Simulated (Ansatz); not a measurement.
# Evanescent states of La$_{2}$O$_{3}$ (P-3m1, 5 atoms a cell, 16.4 Å³ an atom) along the normal of (100)

Level of theory: r2SCAN (plane waves, PAW; Ansatz, a quantum-chemistry and plane-wave program).

The gap is the functional's own, uncorrected, and κ follows it; spin-orbit coupling is left out. Mid-gap means the computed energy nearest the middle.

Energies count from the valence-band top; κ is the least over a 8×6 mesh across the current.

| E (eV) | κ (1/Å) | where |
|---|---|---|
| 0.10 | 0.183 | off Γ |
| 0.30 | 0.282 | off Γ |
| 0.50 | 0.321 | Γ |
| 0.70 | 0.343 | Γ |
| 0.90 | 0.360 | Γ |
| 1.10 | ___ | Γ |
| 1.30 | ___ | Γ |
| 1.50 | ___ | Γ |
| 1.70 | ___ | Γ |
| 1.90 | ___ | Γ |
| 2.10 | ___ | Γ |
| 2.30 | ___ | off Γ |
| 2.50 | ___ | Γ |
| 2.70 | ___ | Γ |
| 2.90 | ___ | off Γ |
| 3.10 | ___ | off Γ |
| 3.30 | 0.358 | off Γ |
| 3.50 | 0.336 | off Γ |
| 3.70 | 0.308 | off Γ |
| 3.90 | 0.268 | off Γ |
| 4.10 | 0.199 | off Γ |

Q: Complete the blanks.

A: 
- 1.10, κ (1/Å): 0.374
- 1.30, κ (1/Å): 0.385
- 1.50, κ (1/Å): 0.394
- 1.70, κ (1/Å): 0.400
- 1.90, κ (1/Å): 0.405
- 2.10, κ (1/Å): 0.408
- 2.30, κ (1/Å): 0.408
- 2.50, κ (1/Å): 0.405
- 2.70, κ (1/Å): 0.400
- 2.90, κ (1/Å): 0.389
- 3.10, κ (1/Å): 0.375
